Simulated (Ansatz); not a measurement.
GaN (P6_3mc) under uniaxial stress along c (compression positive): hole mass along x by PBE with spin-orbit coupling, rigid bands (plane waves, PAW; Ansatz, a program for electronic structure). The unloaded cell, whose axes the loads refer to:

```yaml
crystal:
  lattice:
    - [3.18259, 0.00000, 0.00000]
    - [-1.59130, 2.75620, 0.00000]
    - [0.00000, 0.00000, 5.18543]
  atoms:
    - { symbol: Ga, position: [0.33333, 0.66667, 0.99919] }
    - { symbol: Ga, position: [0.66667, 0.33333, 0.49919] }
    - { symbol: N, position: [0.33333, 0.66667, 0.37581] }
    - { symbol: N, position: [0.66667, 0.33333, 0.87581] }
```

```
uniaxial stress along c (compression positive) (GPa)  volume per atom (Å³)  hole mass along x (mₑ)
----------------------------------------------------  --------------------  ----------------------
-16                                                                  11.73                    1.12
-8                                                                   11.54                    1.17
0                                                                    11.37                    1.46
8                                                                    11.22                    1.87
16                                                                   11.07                       ?
```

**Question.** Fit a straight line to ln(hole mass along x) against the load over the rows given, and predict the row at 16 GPa.

**Answer.** The means are x̄ = -4.000 GPa and ȳ = 0.3187; Σ(x − x̄)(y − ȳ) = 7.037 and Σ(x − x̄)² = 320.0, so the slope is 2.20 % per GPa, and the rows given lie within 7.4 % of the line. At 16 GPa the line gives 2.14 mₑ; the calculation gives 1.75 mₑ, 22 % from it, so the trend bends or changes character over this range.

Masses are for dilute carriers at 300 K, harmonic means over directions unless an axis is named. Stresses and pressures are the targets of the relaxation. The structure type is held at every load. Geometry: cell and atoms relaxed with PBEsol.
